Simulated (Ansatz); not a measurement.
Levels about the gap of amorphous Ta58O142 (200 atoms in a cell of 3021 Å³, 7.02 g/cm³; zone centre alone, so wide bands show as single levels with stretches between that a denser mesh fills), at the geometry that PBE relaxed, where it gives 0.0 GPa on a denser mesh. The participation number counts the atoms over which a state spreads; weights are charges in smoothed Voronoi cells. The levels come from a single point, so bond lengths are those of that geometry. Method of the levels: PBE, scalar-relativistic without spin-orbit coupling (Ansatz, an electronic-structure program). Sampling: the zone centre alone; Fermi-Dirac width 0.02 eV; no spin polarisation. The usual formal charges leave 6 electrons over, so the level spacing at the Fermi energy parts defect or band states and needn't be the band gap. At PBE the levels at the filled edge of the gap are localised (band-tail or defect states), and the nearest spread-out levels lie 3.4 eV apart at the zone centre.

Preparation: random packing, an ab initio melt and quench, and a relaxation. The hot cell started wider than the set density and was brought back towards it in steps. It is a model cell: composition and starting density were chosen by hand, and all elements were melted together. No dispersion term was used. Its density started from a set value of 7.25 and ended at 7.02 g/cm³. The simulated quench (nominally 210 K/ps over its main leg) is rapid and tends to freeze in more defects than a deposited or slowly cooled glass has. One small periodic cell is one sample of the glass; other quenches scatter about these values. The volume was free in the relaxation, at fixed shape. Stress components on the final sampling reach 0.7 GPa.

```
E - E(highest filled), eV  filling  participation number        largest on  weight O  weight Ta
-------------------------  -------  --------------------  ----------------  --------  ---------
-2.65                       filled                  24.2   O, 2 neighbours      0.96       0.04
-2.63                       filled                  21.2   O, 3 neighbours      0.96       0.04
-2.57                       filled                  19.9   O, 2 neighbours      0.96       0.04
-2.51                       filled                  14.8   O, 2 neighbours      0.97       0.03
-0.54                       filled                  13.1  Ta, 6 neighbours      0.40       0.60
-0.04                       filled                  12.0  Ta, 6 neighbours      0.36       0.64
0.00                        filled                   8.8  Ta, 6 neighbours      0.36       0.64
0.67                         empty                  22.2  Ta, 6 neighbours      0.33       0.67
0.72                         empty                  16.1  Ta, 5 neighbours      0.34       0.66
0.75                         empty                  36.5  Ta, 5 neighbours      0.33       0.67
0.81                         empty                  52.3  Ta, 5 neighbours      0.33       0.67
0.84                         empty                  40.9  Ta, 5 neighbours      0.33       0.67
0.88                         empty                  33.6  Ta, 6 neighbours      0.33       0.67
0.89                         empty                  25.1  Ta, 5 neighbours      0.34       0.66
```

Most localised among these is the filled level at +0.00 eV, on a Ta atom, which has 6 neighbours (O 1.90 Å, O 2.05 Å, O 2.05 Å, O 2.12 Å, O 2.18 Å, O 2.32 Å).
